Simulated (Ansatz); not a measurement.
Ansatz (a first-principles code), DFT, PBE, plane waves, its default PAW files: fcc Cu, atoms displaced (Cu256), 256 atoms. Basis and mesh were picked for this test and aren't claimed converged.

```
Property                                                   Result
-----------------------------  ----------------------------------
cell                           14.46, 14.46, 14.46 Å; 90, 90, 90°
task                                                 single point
k mesh                                                      1×1×1
hamiltonian.xc                                                pbe
kind of files                                                 paw
scf.occupations.method                                fermi_dirac
scf.occupations.width                                      0.1 eV
output.forces                                                true
memory maximum (--max-ram)                                 200GiB
accuracy                                         medium (default)
basis.precision                                    auto (default)
basis.xc_grid                                         2 (default)
scf.eigensolver.kind                               auto (default)
scf.mixing.algorithm                               auto (default)
scf.mixing.preconditioner                          auto (default)
scf.convergence.dr2_threshold                     1e-06 (default)
scf.lower_state_search                            light (default)
k-points after symmetry                                         1
bands at the start                                           2688
electrons                                                    4864
plane waves at Γ                                            58893
cutoff (eV)                                                   420
FFT grid                                              100×100×100
symmetry operations                                             1
```

It runs on a single node (AMD EPYC (Zen 5), 96 cores on 1 socket, no SMT, 12 L3 cache groups).

Wall times, medians of two to five repeats, each run alone on the node (launch to exit). Processes are pinned to neighbouring cores unless said otherwise. The times hold for this build (release build for x86-64 with AVX-512, one process with threads). Scratch files lie in a memory file system.

Started as
```bash
OMP_NUM_THREADS=72 ANSATZ_TIMINGS=1 ansatz run --backend cpu --threads 72 --max-ram 200GiB --events-out run.ndjson --runs-dir run.runs --progress --plain run.yaml
```
(72 threads) it takes 24 s and 8 SCF iterations.

Task: Predict the time once the run is changed to 48 threads.

Result: About 28 s (2 runs within 1 %): 1.2× as long, on 48 cores in place of 72, so 0.78× the core-time. The largest move is in band solves (diag): 22 s to 26 s. Change in the result: energy under 0.001 meV/atom, forces (largest component) under 0.001 meV/Å.

Keys are those of Ansatz 0.2.
